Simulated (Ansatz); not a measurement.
# CdSe under a change: pressure 15 GPa

The parent structure is CdSe in the zinc blende structure (space group F-43m, No. 216; a = 6.196 Å).

It is then changed as follows: a hydrostatic pressure of 15 GPa.

Level of theory: PBE (Ansatz, a first-principles code), scalar-relativistic without spin-orbit coupling. k-mesh 9×9×9 (Γ-centred); smearing 0.05 eV (Fermi–Dirac).

- Volume per atom: 24.18 Å³ (base 29.74 Å³)
- Lattice parameter a: 5.783 Å (base 6.196 Å)
- Shortest interatomic distance: 2.504 Å (base 2.683 Å)
- Enthalpy H = E + PV relative to the base's energy: +2.48 eV/atom
- Band gap: 0.91 eV (base 0.49 eV)
- Gap character: direct at Γ (base direct at Γ)
- Electron mass: 0.080 mₑ (at Γ) (base 0.052 mₑ (at Γ))
- Hole mass (degenerate bands, along [100]): 0.083, 0.54, 0.54 mₑ (at Γ) (base 0.054, 0.73, 0.73 mₑ (at Γ))

Load acts through the strain it causes; cell and atoms are relaxed under it. Masses are band curvatures over ±0.01 Å⁻¹ around the edge. Stability against distortions was not tested. Tetrahedral semiconductors of this kind turn to denser phases somewhere between about 1 and 50 GPa; those were not computed, so compressed cells here can lie past the real transition.
